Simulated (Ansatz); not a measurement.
Effect of x(F) = 0.75, 6 atoms, P-4m2 on hypothetical fluorite TeO2

The parent structure is TeO2 in the fluorite structure (space group Fm-3m, No. 225; a = 5.386 Å; a hypothetical phase, not in the database extracts checked).

The other end (x = 1) is TeF₂ in the fluorite structure (space group Fm-3m, No. 225; a hypothetical phase, not in the database extracts checked): 17.41 Å³/atom, gap zero; this end may not be an ambient phase.

Perturbation: F replaces 75.0 % of the O, ordered in a cell of 6 atoms (starting symmetry P-4m2) and fully relaxed.

All numbers come from PBE/PAW in Ansatz (an electronic-structure program), no spin-orbit coupling. Γ-centred 11×11×8 mesh, Fermi–Dirac width 0.05 eV, for the changed cell.

```json
[
 {"quantity": "volume per atom", "base": "13.02 Å³", "changed": "16.24 Å³", "shift": "+3.22 Å³"},
 {"quantity": "density", "base": "6.79 g/cm³", "changed": "5.59 g/cm³", "shift": "-1.193 g/cm³"},
 {"quantity": "shortest interatomic distance", "base": "2.332 Å", "changed": "2.426 Å", "shift": "+0.094 Å"},
 {"quantity": "band gap", "base": "0.82 eV", "changed": "zero", "shift": "–"},
 {"quantity": "mixing energy (to 0.01 eV only: unlike meshes or grids) (against an end that may be hypothetical)", "base": "–", "changed": "+0.02 eV/atom", "shift": "–"}
]
```

Final structure:

```yaml
crystal:
  lattice:
    - [4.13003, 0.00000, 0.00000]
    - [0.00000, 4.13003, 0.00000]
    - [0.00000, 0.00000, 5.71348]
  atoms:
    - { symbol: Te, position: [0.50000, 0.00000, 0.72282] }
    - { symbol: Te, position: [0.00000, 0.50000, 0.27718] }
    - { symbol: O, position: [0.00000, 0.00000, 0.50000] }
    - { symbol: F, position: [0.50000, 0.50000, 0.00000] }
    - { symbol: F, position: [0.00000, 0.00000, 0.00000] }
    - { symbol: F, position: [0.50000, 0.50000, 0.50000] }
```

These are small ordered cells, not random alloys; other orderings at the same x differ. Spin-orbit coupling, missing from the scalar runs, can matter with Te. Whether these cells are dynamically stable was not tested. All final runs are without spin polarisation. An odd electron count without spin: Te2OF3. Te2OF3 has a high density of states at the Fermi level and may be magnetic at this level. A zero or small gap of TeF2 can be the functional's error rather than a property of the material.
